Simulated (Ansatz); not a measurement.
**The (22-43) surface of hcp Be in its 1x1 cell, outermost plane spacing 0.26 Å in the ideal cut**

The numbers are results of PBE (plane waves to 420 eV, PAW; Ansatz, a program for electronic structure), not measurements.

Set-up: 41 atoms, 10.2 Å thick at the start (thin: gaps and levels are the slab's own); mesh 10x5x1; 0.1 eV smearing; dipole correction on; all atoms relaxed; symmetry of the start imposed; no spin, no spin-orbit, no U.

```
Item                                                    Value
-----------------------------  ------------------------------
work function of the top face                         4.62 eV
energy released by relaxation                         0.59 eV
cost                           around 19 core-minutes (rough)
```
